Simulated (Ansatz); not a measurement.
The parent structure is BaHfO3 in the cubic perovskite structure (space group Pm-3m, No. 221; a = 4.158 Å). Axes: x, y, z lie along the cube axes.

Computed with PBEsol (Ansatz, a program for electronic structure; PAW; 420 eV plane waves; scalar-relativistic without spin-orbit coupling).

One thing is altered: uniaxial strain ε_zz = +3.00 %, all other strain components held at zero, atoms relaxed at fixed cell.

Task: Predict the stress tensor and what it implies for the stiffness.

Result: Stress of the strained cell less that of the base (GPa, compression positive):
```
  -2.30    0.00    0.00
   0.00   -2.30    0.00
   0.00    0.00   -8.74
```

Then −Δσ_ii/ε with ε = 0.0300 gives secant stiffness values (nonlinear terms included at this strain): C33 ≈ 291 GPa, C13 ≈ 77 GPa and C23 ≈ 77 GPa.

As a check, the harmonic strain energy −½ V₀ Δσ:ε is 12 meV/atom; the computed energy rise is 12 meV/atom.

Stability against distortions was not tested.
